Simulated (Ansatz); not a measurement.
## A computed series for HfO2: pressure series

Start from HfO2 in the fluorite structure (space group Fm-3m, No. 225).

```
HfO2
1.0
    0.00000     2.50052     2.50052
    2.50052     0.00000     2.50052
    2.50052     2.50052     0.00000
Hf O
1 2
Direct
  0.00000   0.00000   0.00000
  0.25000   0.25000   0.25000
  0.75000   0.75000   0.75000
```

Cell and atoms are relaxed at each pressure.

Calculations: Ansatz (a quantum-chemistry and plane-wave program), LDA, PAW, cutoff 420 eV, no spin-orbit coupling.

Candidates:
(a) pressure 4.5 GPa
(b) pressure 22.5 GPa
(c) pressure −2 GPa
(d) pressure 9 GPa
(e) pressure 30 GPa

Before the change:

```
Property   Result
--------  -------
Band gap  3.66 eV
```

**Question.** Order them by band gap, lowest first.

**Answer.** (c) pressure −2 GPa (3.65 eV), (a) pressure 4.5 GPa (3.70 eV), (d) pressure 9 GPa (3.73 eV), (b) pressure 22.5 GPa (3.82 eV), (e) pressure 30 GPa (3.86 eV)

Spin-orbit coupling, missing from the scalar runs, can matter with Hf. Load acts through the strain it causes; cell and atoms are relaxed under it. Stability against distortions was not tested. No other phases were tried under pressure. This is not the structure that HfO2 has at room temperature and ambient pressure.
